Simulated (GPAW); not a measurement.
# Worked example: self-consistent single point of Fe (Im-3m, 1 atom in the cell) in GPAW

Computed with PBE, GPAW PAW datasets PBE (gpaw-data 1.0.1) (plane waves; GPAW 25.7.0).

Input:

```python
from ase import Atoms
from ase.units import GPa
from gpaw import GPAW, PW, FermiDirac

atoms = Atoms(['Fe'],
              cell=[[-1.413197, 1.413197, 1.413197],
                    [1.413197, -1.413197, 1.413197],
                    [1.413197, 1.413197, -1.413197]],
              positions=[[0.000000, 0.000000, 0.000000]],
              pbc=True)

atoms.set_initial_magnetic_moments([4.0])

calc = GPAW(spinpol=True,
            mode=PW(800),
            xc='PBE',
            kpts={'size': (16, 16, 16), 'gamma': True},
            occupations=FermiDirac(0.1),
            nbands=-5,
            convergence={'density': 1e-05},
            symmetry={'symmorphic': False, 'tolerance': 0.0005},
            maxiter=100)

atoms.calc = calc

energy = atoms.get_potential_energy()
print('Energy (eV):', round(energy, 6))
forces = atoms.get_forces()
print('Forces (eV/Ang):')
print(forces.round(5))
stress = atoms.get_stress()
print('Stress (GPa, Voigt):', (stress / GPa).round(4))
```

Output (repeated stretches shortened):

```
Input parameters:
  convergence: {density: 1e-05}
  kpts: {gamma: True,
         size: (16, 16, 16)}
  maxiter: 100
  mode: {ecut: 800.0,
         name: pw}
  nbands: -5
  occupations: {fixmagmom: False,
                name: fermi-dirac,
                width: 0.1}
  spinpol: True
  symmetry: {symmorphic: False,
             tolerance: 0.0005}
  xc: PBE

species:
  Fe:
    name: Iron
    Z: 26.0
    valence: 8
    core: 18
    charge: 0.0
    file: Fe.PBE.gz

    # Using partial waves for Fe as LCAO basis

Reference energy: -34619.454600  # eV

Spin-polarized calculation.
Initial magnetic moment: 4.000000

Convergence criteria:
 Maximum [total energy] change in last 3 cyles: 0.0005 eV / valence electron
 Maximum integral of absolute [dens]ity change: 1e-05 electrons / valence electron
 Maximum integral of absolute [eigenst]ate change: 4e-08 eV^2 / valence electron
 Maximum number of scf [iter]ations: 100

Symmetries present (total): 48
Symmetries with fractional translations: 0
4096 k-points: 16 x 16 x 16 Monkhorst-Pack grid + [1/32,1/32,1/32]
145 k-points in the irreducible part of the Brillouin zone
       k-points in crystal coordinates                weights
   0:     0.00000000    0.00000000    0.00000000          1/4096
   1:     0.06250000    0.00000000    0.00000000         12/4096
   2:     0.06250000    0.06250000   -0.06250000          6/4096
   [... 7 lines left out ...]
          ...
 144:     0.50000000    0.50000000    0.50000000          1/4096

Wave functions: Plane wave expansion
  Cutoff energy: 800.000 eV
  Number of coefficients (min, max): 544, 603
  Pulay-stress correction: 0.000000 eV/Ang^3 (de/decut=0.000000)

Occupation numbers: Fermi-Dirac:
  width: 0.1000  # eV

Eigensolver

Densities:
  Coarse grid: 16*16*16 grid
  Fine grid: 32*32*32 grid
  Total Charge: 0.000000

Density mixing:
  Method: difference
  Backend: pulay
  Linear mixing parameter: 0.05
  old densities: 5
  Damping of long wavelength oscillations: 50

Hamiltonian:
  XC and Coulomb potentials evaluated on a 32*32*32 grid
  External potential:
    NoExternalPotential

XC parameters: PBE with 2 nearest neighbor stencil

Number of atoms: 1
Number of atomic orbitals: 9
Number of bands in calculation: 11
Number of valence electrons: 8
Bands to converge: occupied

Density initialized from atomic densities
  9 bands from LCAO basis set
  2 bands from random numbers

Atomic positions and initial magnetic moments

Positions:
   0 Fe     0.000000    0.000000    0.000000    ( 0.0000,  0.0000,  4.0000)

Unit cell:
           periodic     x           y           z      points  spacing
  1. axis:    yes   -1.413197    1.413197    1.413197    16     0.1249
  2. axis:    yes    1.413197   -1.413197    1.413197    16     0.1249
  3. axis:    yes    1.413197    1.413197   -1.413197    16     0.1249

  Lengths:   2.447729   2.447729   2.447729
  Angles:  109.471221 109.471221 109.471221

Effective grid spacing dv^(1/3) = 0.1402

     iter     time        total  log10-change:  magmom
                         energy   eigst   dens
iter:   1 --:--:--    -8.618732                   +4.0071
iter:   2 --:--:--    -8.921662   -1.43  -1.48    +3.0946
iter:   3 --:--:--    -9.004249   -2.13  -1.50    +2.3122
iter:   4 --:--:--    -9.021725   -2.71  -1.74    +2.2315
iter:   5 --:--:--    -9.052606   -1.82  -1.90    +2.1921
iter:   6 --:--:--    -9.047006   -2.95  -1.88    +2.1416
iter:   7 --:--:--    -9.047493   -4.50  -2.85    +2.1440
iter:   8 --:--:--    -9.046883c  -4.61  -2.58    +2.1417
iter:   9 --:--:--    -9.046901c  -6.01  -3.34    +2.1445
iter:  10 --:--:--    -9.046910c  -5.61  -3.37    +2.1457
iter:  11 --:--:--    -9.046896c  -5.78  -3.49    +2.1467
iter:  12 --:--:--    -9.046895c  -7.05  -4.01    +2.1466
iter:  13 --:--:--    -9.046897c  -7.80c -5.38c   +2.1471

Converged after 13 iterations.

Dipole moment: (0.000000, 0.000000, -0.000000) |e|*Ang

Total magnetic moment: (0.000000, 0.000000, 2.147125)
Local magnetic moments:
   0 Fe ( 0.000000,  0.000000,  2.185651)

Energy contributions relative to reference atoms: (reference = -34619.454600)

Kinetic:         +7.691845
Potential:       -6.469821
External:        +0.000000
XC:             -10.352868
Entropy (-ST):   -0.032771
Local:           +0.100332
SIC:             +0.000000
--------------------------
Free energy:     -9.063282
Extrapolated:    -9.046897

Spin contamination: 0.056180 electrons
Showing only first 2 kpts
                      Up                     Down
 Kpt  Band  Eigenvalues  Occupancy  Eigenvalues  Occupancy
  0     2      7.92091    1.00000      9.78402    0.98964
  0     3      7.92091    1.00000      9.78402    0.98964
  0     4      9.13308    0.99998     11.87473    0.00000
  0     5      9.13308    0.99998     11.87473    0.00000

  1     2      7.91732    1.00000      9.77429    0.99059
  1     3      8.00946    1.00000      9.88022    0.97334
  1     4      9.08817    0.99999     11.81468    0.00000
  1     5      9.13701    0.99998     11.87896    0.00000

Fermi level: 10.23999

No gap
No difference between direct/indirect transitions
Energy (eV): -9.046897

Forces in eV/Ang:
  0 Fe   -0.00000   -0.00000   -0.00000

Stress tensor:
    -0.017281     0.000000     0.000000
     0.000000    -0.017281     0.000000
     0.000000     0.000000    -0.017281
Stress (GPa, Voigt): [-2.7687 -2.7687 -2.7687  0.      0.      0.    ]
```

The run converged in 13 iterations. GPAW prints stress with tension positive.

The starting cell comes from a database of computed structures (which also holds hypothetical and non-ambient phases and stackings), without a prior relaxation at this level. Its lattice was rescaled by a random factor within 2.5 % of one. With one magnetic atom in the cell only a parallel order is possible.
